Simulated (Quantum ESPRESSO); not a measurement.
# Short convergence ladders for InSb (F-43m, 2 atoms in the cell)

```xyz
2
Lattice="0.0000 3.2303 3.2303 3.2303 0.0000 3.2303 3.2303 3.2303 0.0000" Properties=species:S:1:pos:R:3 pbc="T T T"
In     0.0000     0.0000     0.0000
Sb     1.6151     1.6151     1.6151
```

Base method: LDA (PZ), GBRV 1.5 ultrasoft (LDA) pseudopotentials (plane waves; Quantum ESPRESSO).

Base settings: ecutwfc = 40 Ry; ecutrho = 200 Ry; occupations = smearing; smearing = fd; degauss = 0.000734986 Ry; potentials = {In: in_lda_v1.4.uspp.F.UPF, Sb: sb_lda_v1.4.uspp.F.UPF}; K_POINTS = automatic 7 7 7 0 0 0; conv_thr = 1e-11 Ry; mixing_beta = 0.4.

Core times come from one kind of shared machine, to one figure; runs under 30 s give none.

**Zone-centre phonons against the cutoff**

In this ladder: ph.x.tr2_ph = 1e-14; ph.x.fildyn = dyn.G; dynmat.x.fildyn = dyn.G; dynmat.x.asr = crystal. Moved along: ecutrho.

The mesh stays at the base's, so the ladder's end is converged at best in this setting alone.

Frequencies are those of the unrelaxed cell, without the LO-TO term of polar crystals.

Only quantities that move along the ladder and can be compared are tabulated.

```tsv
ecutwfc	highest zone-centre frequency (cm⁻¹)
20 Ry	190.8
28 Ry	163.0
40 Ry	163.9
60 Ry	163.9
```

Coarsest ecutwfc that holds the highest zone-centre frequency within 10 cm⁻¹ of the last step, with all finer ones: 28 Ry; the step before is off by 27 cm⁻¹.

**Zone-centre phonons against the SCF threshold**

In this ladder: ph.x.tr2_ph = 1e-14; ph.x.fildyn = dyn.G; dynmat.x.fildyn = dyn.G; dynmat.x.asr = crystal.

The mesh stays at the base's, so the ladder's end is converged at best in this setting alone.

Frequencies are those of the unrelaxed cell, without the LO-TO term of polar crystals.

Only quantities that move along the ladder and can be compared are tabulated.

| conv_thr | highest zone-centre frequency (cm⁻¹) | core time / last (rough) |
|---|---|---|
| 7.3e-05 Ry | 151.4 | 0.8 |
| 7.3e-07 Ry | 156.0 | 0.8 |
| 7.3e-09 Ry | 164.2 | 0.6 |
| 7.3e-13 Ry | 163.8 | 1 |

Coarsest conv_thr that holds the highest zone-centre frequency within 2 cm⁻¹ of the last step, with all finer ones: 7.3e-09 Ry; the step before is off by 7.9 cm⁻¹.

On the base run: the starting cell has typed, rounded lattice constants, without a prior relaxation at this level. Its lattice was rescaled by up to half a per cent. The run gives no clean gap (levels at the Fermi energy touch, overlap or are partly filled at this smearing), which alone does not show that the compound is a metal.
